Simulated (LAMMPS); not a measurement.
Size effects in liquid Cu (fcc) at 1490 K and zero pressure.

Computed with classical MD, pair style eam/alloy, file Cu_mishin1.eam.alloy; code LAMMPS.

```csv
atoms,volume,first peak of g(r),D(Cu),rough cost (core-seconds per simulated ps)
108,13.545 ± 0.008 Å³/atom,"2.48 Å, height 2.9",(3.4 ± 0.2) × 10^-5 cm²/s,0.10
256,13.591 ± 0.003 Å³/atom,"2.46 Å, height 2.8",(3.6 ± 0.1) × 10^-5 cm²/s,0.27
4000,13.591 ± 0.001 Å³/atom,"2.48 Å, height 2.7",(4.05 ± 0.08) × 10^-5 cm²/s,5
16384,13.592 ± 0.001 Å³/atom,"2.49 Å, height 2.7",(4.23 ± 0.05) × 10^-5 cm²/s,24
```

Periodic images slow diffusion in small cells, by a term that falls as 1/L. Costs are rough.

Caution (row 108): enthalpy drifts during the constant-pressure average: a transition or slow ageing; fluctuation values are void.

Errors of D are the spread over four groups of atoms in one short run; a floor of about 5 %, a picked value, is safer.

The ± values are statistical; the model's systematic error is not in them.
